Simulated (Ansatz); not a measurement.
## AlN: energy against strain

AlN (wurtzite, P6_3mc, 10.461 Å³/atom at rest, c along z) under an equal strain ε in the (0001) plane with the normal axis free, as in a coherent film. PBEsol in Ansatz, a plane-wave DFT program (PAW, default set), 420 eV, 12×12×7 Γ-centred mesh, Fermi-Dirac smearing 0.05 eV; ions are relaxed within the symmetry of each cell.

Here s stands for strain and y for E less E0.

```csv
strain (%),E less E0 (meV/atom)
-3.00,?
-1.20,4.36
-0.60,1.05
0.00,0.00
0.60,1.04
1.20,4.10
```

Task: Fit y against s with a parabola, and predict the withheld value at s = -3.00.

Result: Least squares gives y = -0.009 - 0.0883·s + 2.9425·s². Residuals (row less fit): 0.026, -0.053, 0.009, 0.043, -0.022; standard error 0.054 (degrees of freedom: 2). Twice the quadratic coefficient over the volume, 2 × 2.9425 meV × 10⁴ × 0.1602 / 10.461 Å³, is twice the biaxial elastic modulus of this plane = 901 ± 12 GPa. At the withheld row, y = -0.009 - 0.0883 × (-3.0) + 2.9425 × (-3.0)² = 26.738 meV/atom. The calculation gives 28.42 meV/atom, 1.682 meV/atom above the prediction (5.9 % of the range of y in the table). The row lies outside the fitted rows, so this is an extrapolation. From the scatter of the fitted rows alone, a prediction at this place has a standard error of 0.350 meV/atom, so the miss is 4.8 times that.

One order more, fitted to all 11 runs of the series, follows each within 0.02, so the miss is the next term of a smooth law. Rows are the converged runs of the series near zero and its far end; series whose fitted rows scatter by over a few per cent of the range, as at a crossing or softening among them, aren't shown in this form. Most that stay on the fit to the last digits aren't either.
